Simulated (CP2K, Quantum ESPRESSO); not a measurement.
## Equation of state of rutile-structure SnO2 (space group 136): energy against volume (CP2K, PBE)

```
SnO2
1.0
    4.65572     0.00000     0.00000
    0.00000     4.65572     0.00000
    0.00000     0.00000     3.13328
Sn O
2 4
Direct
  0.00000   0.00000   0.00000
  0.50000   0.50000   0.50000
  0.30700   0.30700   0.00000
  0.80700   0.19300   0.50000
  0.19300   0.80700   0.50000
  0.69300   0.69300   0.00000
```

Computed with PBE, GPW, DZVP-MOLOPT-SR-GTH basis, GTH-PBE potentials (GTH_POTENTIALS) in CP2K 2026.2. Settings: CUTOFF = 580 Ry; REL_CUTOFF = 50 Ry; SMEAR/METHOD = FERMI_DIRAC; ELECTRONIC_TEMPERATURE = 116.05 K; KPOINTS/SCHEME = MONKHORST-PACK 7 7 10; GAMMA_CENTERED = T; XC_FUNCTIONAL = PBE; Sn/BASIS_SET = DZVP-MOLOPT-SR-GTH-q4; Sn/POTENTIAL = GTH-PBE-q4; O/BASIS_SET = DZVP-MOLOPT-SR-GTH-q6; O/POTENTIAL = GTH-PBE-q6; METHOD = GPW; EPS_DEFAULT = 1e-10; NGRIDS = 4; SCF_GUESS = ATOMIC; EPS_SCF = 1e-06. The cell above is the first row's. The rows scale it uniformly. In all rows fractional positions and the k mesh are held. E is the free energy at the stated smearing, counted from the lowest row.

| V (Å^3/atom) | E (meV/atom) |
|---|---|
| 11.319 | 115.64 |
| 11.565 | 78.21 |
| 11.811 | 48.75 |
| 12.058 | 27.15 |
| 12.304 | 12.27 |
| 12.550 | 3.43 |
| 12.796 | 0.00 |
| 13.042 | 1.42 |
| 13.288 | ? |

Q: Using the third-order Birch-Murnaghan form, a cubic in V^(-2/3), estimate the missing E at V = 13.288 from the other rows, showing the fit.

A: With u = V^(-2/3) - 0.189, the rows have u = 0.009363, 0.006540, 0.003816, 0.001173, -0.001370, -0.003830, -0.006211, -0.008517. Least squares gives E = 19.545 + 5940.81·u + 454646·u² + 802775·u³. Residuals (row less fit): -0.045, 0.142, -0.130, 0.010, 0.013, 0.014, 0.007, -0.011; standard error 0.100 (degrees of freedom: 4). Its minimum lies at u = -0.006651, so V0 = (0.182349)^(-3/2) = 12.84. There d²E/du² = 877300 and d³E/du³ = 4817000, so B0 = (4/9) × 12.84^(-7/3) × 877300 × 0.160218 = 162 GPa (the last factor turns the table's units into GPa), and B0' = 4 + (2/3) × 0.182349 × (4817000)/877300 = 4.7. The program's pressures in the fitted runs (not shown) pass through zero at V = 12.84, 0.00 % from this V0. At the withheld row, u = -0.010751, so E = 19.545 + 5940.81 × (-0.010751) + 454646 × (-0.010751)² + 802775 × (-0.010751)³ = 7.228 meV/atom. The calculation gives 7.15 meV/atom, 0.078 meV/atom below the prediction (0.1 % of the range of E in the table). The row lies outside the fitted rows, so this is an extrapolation. From the scatter of the fitted rows alone, a prediction at this place has a standard error of 0.241 meV/atom, so the miss is 0.3 times that.

Carrying the step between the two nearest rows on in a straight line would have given 2.84, off by 4.31; series whose last step already gives the withheld value aren't shown. The scan was laid around a cell of about the measured size, scaled by a guess for this functional; axis ratios and inner coordinates come from that cell. The runs keep the symmetry of the cell, so they don't test it for distortions. A plane-wave scan with the same functional (Quantum ESPRESSO, GBRV) gives V0 = 12.60 Å^3/atom and B0 = 181 GPa; a Birch-Murnaghan fit to all rows here lies 1.9 % from it in V0 and -11 % in B0; the two differ in basis, and may differ in potentials and mesh. Values carry the incompleteness of an atom-centred basis. The shape of the cell and the inner coordinates aren't relaxed, so V0 and B0 belong to this uniform scaling; a relaxed crystal lies no higher in energy and is usually softer (forces reach 0.47 eV/Å in these rows). Cutoffs and mesh are single choices, not tested for convergence of this quantity. Series with a scatter that would blur these digits, or in which a gap closes, are not shown. Nor are scans whose minimum lies at an end fitted in this form.
